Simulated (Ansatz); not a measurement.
Here is the system:

```yaml
crystal:
  lattice:
    - [0.00000, 2.32827, 2.32827]
    - [2.32827, 0.00000, 2.32827]
    - [2.32827, 2.32827, 0.00000]
  atoms:
    - { symbol: S, position: [0.00000, 0.00000, 0.00000] }
    - { symbol: Be, position: [0.50000, 0.50000, 0.50000] }
```

No spin polarisation.

A single point on hypothetical rock salt BeS with a change (isotropic strain +1.45 %), its geometry relaxed with PBEsol.

The values are results of plane-wave PAW DFT at the r2SCAN level (Ansatz, a quantum-chemistry and plane-wave program, 500 eV), no spin-orbit coupling, not measurements. k-mesh 12×12×12 (Γ-centred); smearing 0.05 eV (Fermi–Dirac).

Problem. Predict the band gap, width of the top valence band and smallest direct gap.

Solution. 
```json
{
 "band_gap": "1.33 eV",
 "width_of_the_top_valence_band": "3.99 eV",
 "smallest_direct_gap": "4.53 eV"
}
```

Single points use the geometry relaxed with PBEsol. Whether these cells are dynamically stable was not tested. The cell was made from BeS in the rock salt structure (space group Fm-3m, No. 225; a hypothetical phase, not in the database extracts checked) by this change: isotropic strain +1.45 %.
